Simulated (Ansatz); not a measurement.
# What pressure 15 GPa does to BeTe

Start from BeTe in the zinc blende structure (space group F-43m, No. 216; a = 5.604 Å).

It is then changed as follows: cell and atoms relaxed at a pressure of 15 GPa.

Computed with PBEsol (Ansatz, an electronic-structure program), no SOC. Settings: 10×10×10 k-points, 0.05 eV Fermi–Dirac smearing.

The volume per atom shrinks by 3.537 Å³, from 22.00 Å³ to 18.47 Å³ and the lattice parameter a decreases by 0.318 Å, from 5.604 Å to 5.286 Å. The enthalpy H = E + PV relative to the base's energy amounts to +1.87 eV/atom and the band gap shrinks by 0.49 eV (1.84 eV → 1.35 eV). The gap character remains indirect, Γ → X and the smallest direct gap shrinks by 0.20 eV, from 3.61 eV to 3.41 eV. The electron mass goes from 1.4 mₑ along k, 0.25 mₑ across (at X) to 1.1 mₑ along k, 0.22 mₑ across (at X) and the hole mass (degenerate bands, along [100]) becomes 0.22, 0.25, 0.25 mₑ (at Γ) (base: 0.20, 0.33, 0.33 mₑ (at Γ)).

With Te present, leaving out spin-orbit coupling can change the band edges. Load acts through the strain it causes; cell and atoms are relaxed under it. Masses are band curvatures over ±0.01 Å⁻¹ around the edge. Along k means along the line from Γ to the band edge. No phonon test of stability was made. Competing high-pressure phases were not computed.
